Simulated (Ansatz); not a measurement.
Checking a run of Ansatz (an electronic-structure program) on Mg6TiCd (Amm2, 8 atoms in the cell). The aim is a self-consistent single point with DFT, PBEsol, plane waves, default PAW files made with PBE.

Cell that was meant: a = 4.9814 Å, b = 6.3376 Å, c = 6.3376 Å, α = 59.40°, β = 90.00°, γ = 90.00°.

Part of the input:

Ansatz 0.2 input:
```yaml
    - { symbol: Mg, position_ang: [0.000000, -0.000000, 9.168744] }
    - { symbol: Ti, position_ang: [2.490680, 0.000000, 1.848282], spin: 1.0 }
    - { symbol: Cd, position_ang: [2.490680, -0.000000, 7.326187] }
    - { symbol: Ti, position_ang: [2.493514, -0.049843, 1.845519], spin: 1.0 }
basis:
  ecutwfc: 420.0
kpoints:
```

Output, abridged:

```
WARN ansatz: RAYON_NUM_THREADS=1 ignored (pool sized by the plan → 1); use --threads N
Pseudopotentials: kind: paw
   [... lines left out ...]
PAW frozen core: Cd, regenerated for the run's functional, and the local potential with it
Initial density: superposition of atomic densities (chi_scale 0.1, normalization cell)
Starting moments: Σ|m| = 2 μB on 2 of 9 sites
Initial wavefunctions: pseudopotential atomic-orbital guess
Eigensolver: davidson
Functional: x = pbesol(κ = 0.804, μ = 0.12345679012345678), c = pbesol(β = 0.046)
SCF iter   1: F=—  HF=13854.805872 eV  |F-HF|=—  |Δ(HF+E_count)|=         —  Δρ=9.28e-2 (↑5.46e-2 ↓9.28e-2)  dr2=2.11e1  dr2_m=1.81e0  M=0.099 μB ∫|m|=0.202 μB  β_m=0.30  ethr=3.10e-3  ⟨swp⟩=11.0  Hψ=15076  notcnv=0  defer=8
Mixer restart at iter 1: flushing history
all-band conjugate gradients solve this SCF's bands
preconditioner: auto → Kerker (q_TF=auto, 2.508 Å⁻¹)
   [... lines left out ...]
SCF iter  12: F=—  HF=13749.706218 eV  |F-HF|=—  |Δ(HF+E_count)|=   1.91e-7  S|Δr|=    0.00e0  Δρ=2.77e-6 (↑2.77e-6 ↓2.47e-6)  dr2=6.72e-8  dr2_m=1.61e-10  M=-0.000 μB ∫|m|=0.000 μB  β_m=0.94  ethr=9.62e-11  ⟨swp⟩=18.3  Hψ=23947  notcnv=0
SCF iter  13: F=13749.706218 eV  HF=13749.706218 eV  |F-HF|=3.00e-9  |Δ(HF+E_count)|=   2.21e-8  S|Δr|=    0.00e0  Δρ=7.40e-7 (↑7.40e-7 ↓7.05e-7)  dr2=4.18e-9  dr2_m=6.61e-12  M=-0.000 μB ∫|m|=0.000 μB  ethr=6.46e-11  ⟨swp⟩=6.4  Hψ=10745  notcnv=0
SCF 1 converged in 13 iterations: F = 13749.706218 eV  dr2 = 4.18e-9
WARN: the starting moments were not kept: the SCF closed with an absolute magnetisation of 2.5e-6 μB, where they sum to 2 μB in size (2 sites) …
   [... lines left out ...]
Absolute magnetization: 0.0000 μB (∫|ρ↑−ρ↓|, with the PAW one-centre terms)
Free energy (F): 13749.706218 eV
Fermi energy:    9.613440 eV
   [... lines left out ...]
  atom   9  Ti 47001.00400587 -826630.09819956 -45823.54072371
--- Stress (GPa, compression-positive) ---
      128.019372   -2179.539134    -120.819737
    -2179.539134   38337.276717    2124.936591
     -120.819737    2124.936591     120.850997
  P = ⅓ Tr σ = 12862.0490 GPa (128620.490 kbar)
  The stress holds the Pulay correction. Without it, at fixed plane waves, as pw.x and ABINIT print it: P = 12860.0992 GPa
```

### Question
Is anything amiss in this input, and did it matter?

### Answer
The run is not sound. The fault is one atom entered twice. Two nuclei at or near one point give a huge ion-ion repulsion and overlapping cores, and the electron count is too high as well. To fix it, remove the duplicate atom. The run converged in 13 iterations without an error; against the sound input the pressure goes from -1.40 to 12860 GPa, the largest force goes from 0.127 to 829200 eV/Å and the size of the net moment goes from 0.17 to 0.00 μB/atom.

The sound input it was made from differs as follows (other fixes are possible):
```diff
-    - { symbol: Ti, position_ang: [2.493514, -0.049843, 1.845519], spin: 1.0 }
```

With that input, the run converged in 19 iterations: free energy E − TS (on the zero of these files) -22129.6233 eV; Fermi level (on the code's own zero) 7.65 eV; pressure -1.40 GPa; largest force (vector length) 0.127 eV/Å; size of the cell's spin moment 1.34 μB (DFT, PBEsol, plane waves, default PAW files made with PBE).

On the sound input: the starting cell comes from a database of computed structures (which also holds hypothetical and non-ambient phases and stackings), without a prior relaxation at this level. With one magnetic atom in the cell only a parallel order is possible. Ansatz's pressure includes its estimate of the finite-basis (Pulay) stress. Without a gap this mesh is coarse (it stands for a supercell whose shortest vector is 19 Å).
